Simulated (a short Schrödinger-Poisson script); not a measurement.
Stack: gated In0.52Al0.48As/In0.53Ga0.47As δ-doped gas in a quantum well, at 20 K.

```tsv
layer	material	thickness (nm)	Na (cm⁻³)
1	In0.52Al0.48As	10	-
2	In0.52Al0.48As	2	-
3	In0.53Ga0.47As	8	-
4	In0.52Al0.48As	4000	9e14
```

Constants are typed, rounded textbook-type inputs, not results; the design itself was drawn at random and stands for no fabricated device. In0.52Al0.48As: permittivity 12.5, conduction-band edge (eV) 0.52, gap (eV) 1.45, electron mass (mₑ) 0.075, Nv at 300 K (cm⁻³) 1.1e19. In0.53Ga0.47As: permittivity 13.9, conduction-band edge (eV) 0, gap (eV) 0.74, Nv at 300 K (cm⁻³) 7.7e18.

Channel valleys (confinement mass, in-plane density-of-states mass, number): Γ 0.041, 0.041, 1. At the gate the conduction-band edge of layer 1 lies 0.65 eV − eVg above the Fermi level of the channel; the field vanishes at the back. Sheet of ionised δ-doping: +2.8e12 e/cm² at 10 nm from the gate. The barrier under the gate holds no holes. Gaps are held at their typed values at every temperature. Mesh 0.08 nm at interfaces.

Solved with a short Schrödinger-Poisson script written for these runs: 1D Poisson equation in equilibrium, electrons quantum, Hartree plus LDA exchange-correlation (BenDaniel-Duke, 40 states a valley, the channel's in-plane mass for all, wave functions free to enter the barrier), parabolic valleys, classical holes, full ionisation, no traps, pinning or gate leakage.

The same stack at other levels of the model or other numerical settings:

| run | sheet density of all electrons at Vg = 0.4 V (cm⁻²) | sheet density of all electrons at Vg = -0.1 V (cm⁻²) | capacitance at Vg = 0.4 V (μF/cm²) | centroid of the channel electrons at Vg = 0.4 V (nm) | rough cost against the base |
|---|---|---|---|---|---|
| base | 2.28e12 | 3.40e11 | 0.629 | 3.47 | about 1 |
| electrons treated as classical, Boltzmann | 3.65e12 | 8.09e11 | 0.913 | 0.26 | 0.02 |
| electrons treated as classical, Fermi-Dirac | 2.30e12 | 4.42e11 | 0.628 | 3.40 | 0.08 |
| electrons treated as quantum, Hartree | 2.21e12 | 3.06e11 | 0.623 | 3.49 | about 1 |
| mesh six times as coarse | 2.28e12 | 3.38e11 | 0.630 | 3.45 | 0.3 |
| one subband a valley | 2.28e12 | 3.40e11 | 0.629 | 3.47 | 0.3 |

The classical rows ignore confinement, and Boltzmann statistics overrate the density once the band edge passes the Fermi level.
